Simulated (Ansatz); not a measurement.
Start from HfC in the rock salt structure (space group Fm-3m, No. 225; relaxed with 0.1 eV smearing).

```
CELL_PARAMETERS angstrom
      0.00000     2.30353     2.30353
      2.30353     0.00000     2.30353
      2.30353     2.30353     0.00000
ATOMIC_POSITIONS crystal
  Hf 0.00000 0.00000 0.00000
  C  0.50000 0.50000 0.50000
```

Cartesian axes are those of the cell as printed.

All numbers come from Ansatz (an electronic-structure program) PBEsol, scalar-relativistic without spin-orbit coupling.

The change: biaxial strain +1.25 %, plane normal [111], relaxed out of plane (Cartesian); in-plane vectors clamped, the third vector and the atoms free.

Task: What happens to the in-plane stress, energy relative to the base and out-of-plane strain?

Result: The mean in-plane stress (compression positive) comes out as -6.5 GPa; the energy increases by 6.3 meV/atom; the out-of-plane strain is -0.68 %.

Whether these cells are dynamically stable was not tested. All final runs are without spin polarisation.
